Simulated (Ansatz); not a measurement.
We consider SrC2 (C2/c, No. 15), described by PBE0 in Ansatz (PAW).

Run with plane-wave cutoff 500 eV, 6×6×4 k mesh (along the axes of the cell as run), gaussian smearing 0.02 eV, scalar-relativistic PAW data made under PBE.

Cell (relaxed with r²SCAN):

```xyz
6
Lattice="3.5208 -2.2258 0.0198 3.5208 2.2258 0.0198 -2.3382 0.0000 7.3606" Properties=species:S:1:pos:R:3 pbc="T T T"
Sr     1.7671     1.4273     5.5403
Sr     2.9362    -1.4273     1.8600
C      0.6576    -0.6495     4.1055
C      4.0458     0.6495     3.2948
C      2.8767    -0.6495     6.9751
C      1.8267     0.6495     0.4252
```

Estimate the band gap that the calculation returns.


- band gap = 4.23 eV (on the SCF k mesh)

Note: cell and atoms aren't relaxed at this level (largest force component 0.21 eV/Å, pressure -0.4 GPa).

Spin–orbit coupling is not included.

Ansatz is an electronic-structure program.
